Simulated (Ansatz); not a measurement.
System: CsCl-type CoAl. Method: PBEsol in Ansatz (PAW).

Numerical settings: plane-wave cutoff 520 eV, 16×16×16 k mesh, Fermi–Dirac smearing 0.1 eV, perturbation theory, force constants from a 4×4×4 q mesh, no spin polarisation, scalar-relativistic PAW data made under PBE.

Computed at the level's own relaxed cell. Harmonic vibrational thermodynamics at fixed volume:

```tsv
T (K)	S_vib (J/K per mol of atoms)	C_V (J/K per mol of atoms)	F_vib (eV/atom)
100	3.64	8.58	0.0506
400	27.38	22.83	-0.0009
500	32.56	23.56	-0.0321
600	36.89	23.97	-0.0681
700	40.61	24.22	-0.1084
900	46.74	24.50	-0.1991
1000	49.32	24.59	-0.2489
```

The crystal is taken as a harmonic solid at every temperature: melting, phase changes and thermal expansion are not seen, nor the electrons' share in a metal.

Ansatz is an electronic-structure program.
